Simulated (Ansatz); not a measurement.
The reference is BN in the wurtzite structure (space group P6_3mc, No. 186).

```
BN
1.0
    2.55452     0.00000     0.00000
   -1.27726     2.21228     0.00000
    0.00000     0.00000     4.22456
B N
2 2
Direct
  0.33333   0.66667   0.00019
  0.66667   0.33333   0.50019
  0.33333   0.66667   0.37481
  0.66667   0.33333   0.87481
```

Computed with PBE, PAW, 420 eV (Ansatz, a program for electronic structure; no SOC).

One change was made to it. Results:

```csv
quantity,base,after
band gap,5.23 eV,5.22 eV
smallest direct gap,8.23 eV,8.26 eV
density,3.45 g/cm³,3.47 g/cm³
"valence-band top at Γ (three highest levels, from the VBM)","0.00, 0.00, -0.26 eV","0.00, 0.00, -0.26 eV"
```

Task: Which of these changes matches the shifts?
A) pressure −1 GPa
B) pressure 2.1 GPa
C) pressure 30 GPa

Result: B, pressure 2.1 GPa. For comparison, the smallest direct gap in the other runs: pressure −1 GPa gives 8.22 eV; pressure 30 GPa gives 8.57 eV.

Load acts through the strain it causes; cell and atoms are relaxed under it. No phonon test of stability was made. No other phases were tried under pressure.
